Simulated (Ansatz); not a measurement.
The parent structure is Ti in the hcp (Mg type) structure (space group P6_3/mmc, No. 194; a = 2.940 Å, c = 4.654 Å; relaxed with 0.1 eV smearing). Axes: x lies along a and z along c of the hexagonal cell.

All numbers come from Ansatz (a quantum-chemistry and plane-wave program), PBE, PAW, cutoff 420 eV, scalar-relativistic without spin-orbit coupling.

Strains are applied to the cell and any free atomic positions relax.

One change was made to it. Results:

| quantity | base | after |
|---|---|---|
| energy relative to the base (free energy F) | 0 meV/atom | +3.9 meV/atom |
| pressure (mean of the normal stresses, compression positive) | 0.0 GPa | -2.1 GPa |

**Question.** Which change produced these results?
A. uniaxial strain ε_zz = +2.00 %
B. uniaxial strain ε_zz = +2.50 %
C. uniaxial strain ε_zz = +1.00 %

**Answer.** A, uniaxial strain ε_zz = +2.00 %. For comparison, the energy relative to the base in the other runs: uniaxial strain ε_zz = +1.00 % gives +1.0 meV/atom; uniaxial strain ε_zz = +2.50 % gives +6.0 meV/atom.

Stability against distortions was not tested. The final runs are not spin-polarised.
